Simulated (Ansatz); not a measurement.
An Ansatz (a quantum-chemistry and plane-wave program) input (PBEsol, PAW, 420 eV (Ansatz; no spin-orbit coupling)):

Ansatz 0.2 input:
```yaml
crystal:
  lattice:
    - [0.0111713784, 1.9598909426, 1.9598909426]
    - [1.9598909426, 0.0111713784, 1.9598909426]
    - [1.971062321, 1.971062321, 0]
  atoms:
    - { symbol: Pt, position: [0, 0, 0] }
basis: { ecutwfc: 420, ecutrho_ratio: 4, xc_grid: 2, fft_grid_basis: typed }
kpoints: { mp_grid: { grid: [29, 29, 29] } }
hamiltonian:
  xc: pbesol
  dispersion: none
  pseudopotentials: { kind: paw }
scf: { occupations: { method: fermi_dirac, width: 0.1 }, convergence: { dr2_threshold: 0.0000000001 } }
relax: { f_tol: 0.005, max_steps: 50 }
output: { forces: true, stress: true }
checkpoint: { write: state.ck, write_every: 1000 }
```

### Question
Which symmetry and how many k-points will the program report, and about how many plane waves at Γ?

### Answer
Space group Immm (ITA 71) with 8 operations, k-points 3375 of 24389, and 295 plane waves at Γ.

The cells carry an imposed strain or load. Stability against distortions was not tested. The final runs are not spin-polarised. The cell was made from Pt in the fcc (Cu type) structure (space group Fm-3m, No. 225) by this change: tensor shear ε_xy = +0.57 %.
